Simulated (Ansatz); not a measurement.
The reference is BeS (space group P4/nmm, No. 129; a = 3.452 Å, c = 5.621 Å; a hypothetical phase, not in the database extracts checked; layered, stacked along the Cartesian z axis). Axes: x, y, z lie along a, b, c of the conventional cell.

Now apply this change: strain tensor (xx, yy, zz, yz, xz, xy) = (+0.42, +0.13, +0.06, −0.26, +1.16, −0.31) %, atoms relaxed at fixed cell.

Levels (all Ansatz, a quantum-chemistry and plane-wave program, PAW): PBEsol (420 eV, spin-orbit coupling left out); r2SCAN (500 eV, scalar-relativistic without spin-orbit coupling); HSE06 (420 eV, no spin-orbit coupling).

At the geometry relaxed with PBEsol, these levels gave the following band gaps, in shuffled order: (a) 4.06 eV, (b) 4.48 eV, (c) 3.38 eV.

Match each gap to its level.

(a) r2SCAN; (b) HSE06; (c) PBEsol.

Single points use the geometry relaxed with PBEsol. No phonon test of stability was made. The base started in Pnma and relaxed to P4/nmm at this level. No dispersion term is included in the PBEsol runs.
